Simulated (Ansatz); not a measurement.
The (21-30) surface of hcp Cd in its 1x1 cell, outermost plane spacing 0.33 Å in the ideal cut

The numbers are results of r2SCAN, at the PBE geometry (plane waves to 500 eV, PAW; Ansatz, a quantum-chemistry and plane-wave program), not measurements.

Model: 22-atom slab, 10.3 Å thick at the start (thin: gaps and levels are the slab's own), 7x5x1 mesh, Fermi-Dirac 0.1 eV, dipole correction, single point; on the structure that PBE left under its start's symmetry; no spin, no spin-orbit, no U.

The surface energy (mean of both faces) comes out as 0.64 J/m² and the work function of the top face is 3.95 eV. The cost is around 15 core-minutes (rough).
